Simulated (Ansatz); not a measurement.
## Pressure series in SiC

Consider SiC in the wurtzite structure (space group P6_3mc, No. 186; a = 3.0759 Å, c = 5.0477 Å).

Cell and atoms are relaxed at each pressure.

Calculations: plane-wave PAW DFT at the PBEsol level (Ansatz, an electronic-structure program, 420 eV), without spin-orbit coupling.

```
variant           band gap  shortest interatomic distance  smallest direct gap
----------------  --------  -----------------------------  -------------------
base               2.12 eV                        1.883 Å              3.86 eV
pressure −2 GPa    2.14 eV                        1.889 Å              3.84 eV
pressure −1 GPa    2.13 eV                        1.886 Å              3.85 eV
pressure 0.3 GPa   2.12 eV                        1.882 Å              3.86 eV
pressure 0.7 GPa   2.12 eV                        1.881 Å              3.86 eV
pressure 1.5 GPa         …                        1.879 Å              3.87 eV
pressure 3 GPa     2.10 eV                        1.875 Å              3.88 eV
pressure 5 GPa     2.09 eV                        1.870 Å              3.90 eV
pressure 7.5 GPa   2.07 eV                              …              3.92 eV
pressure 10 GPa    2.05 eV                        1.858 Å              3.94 eV
```

Problem. Fill in the withheld entries from the trend.

Solution. 
- pressure 1.5 GPa, band gap: 2.11 eV
- pressure 7.5 GPa, shortest interatomic distance: 1.864 Å

Load acts through the strain it causes; cell and atoms are relaxed under it. Whether these cells are dynamically stable was not tested. No other phases were tried under pressure.
